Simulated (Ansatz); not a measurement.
## HfO$_{2}$ (space group Pca2_1, No. 29)

```yaml
crystal:
  lattice:
    - [5.22827, 0.00000, 0.00000]
    - [0.00000, 5.01721, 0.00000]
    - [0.00000, 0.00000, 5.04156]
  atoms:
    - { symbol: Hf, position: [0.03291, 0.26755, 0.24738] }
    - { symbol: Hf, position: [0.96709, 0.73245, 0.74738] }
    - { symbol: Hf, position: [0.53291, 0.73245, 0.24738] }
    - { symbol: Hf, position: [0.46709, 0.26755, 0.74738] }
    - { symbol: O, position: [0.36797, 0.07168, 0.10973] }
    - { symbol: O, position: [0.63203, 0.92832, 0.60973] }
    - { symbol: O, position: [0.86797, 0.92832, 0.10973] }
    - { symbol: O, position: [0.13203, 0.07168, 0.60973] }
    - { symbol: O, position: [0.23394, 0.54030, 0.99890] }
    - { symbol: O, position: [0.76606, 0.45970, 0.49890] }
    - { symbol: O, position: [0.73394, 0.45970, 0.99890] }
    - { symbol: O, position: [0.26606, 0.54030, 0.49890] }
```

Level of theory: PBEsol, PAW, 420 eV (Ansatz, a program for electronic structure; without spin-orbit coupling). Γ-centred 5×6×5 mesh, Fermi–Dirac width 0.05 eV.

The volume per atom is 11.02 Å³, the density is 10.57 g/cm³ and the band gap comes out as 4.36 eV, indirect, Γ → k = (0.200, -1/2, 0.400) in the run's primitive reciprocal basis. The total energy is -5575.076 eV/atom (σ→0; compares only within this code and set-up).

With Hf present, leaving out spin-orbit coupling can change the band edges. No phonon test of stability was made. This is not the structure that HfO2 has at room temperature and ambient pressure.
